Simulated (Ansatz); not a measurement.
Consider La2O3 (space group P-3m1, No. 164; a = 3.935 Å, c = 6.126 Å).

Computed with r2SCAN (Ansatz, a program for electronic structure; PAW; 500 eV plane waves; without spin-orbit coupling), earlier PAW set.

Before the change:

* **Largest site moment**: 0.00 μB
* **c/a ratio**: 1.557
* **Lattice parameter a**: 3.935 Å

Perturbation: full substitution La → Ba; the structure is relaxed again.

Tabulated Pauling electronegativity and covalent radius: La 1.10, 2.07 Å; Ba 0.89, 2.15 Å.

What does the calculation give for the largest site moment after the change?

The largest site moment goes from zero to 0.93 μB.

What happens to the c/a ratio?

The c/a ratio drops by 0.188, from 1.557 to 1.369.

Predict the new lattice parameter a.

The lattice parameter a goes up by 0.478 Å (3.935 Å → 4.413 Å).

The magnetic state is the one reached from the starting moments; the real material's order can differ, and small cells can't hold many antiferromagnetic ones. No phonon test of stability was made. As relaxed here, Ba2O3 is a hypothetical phase, not in the database extracts checked.
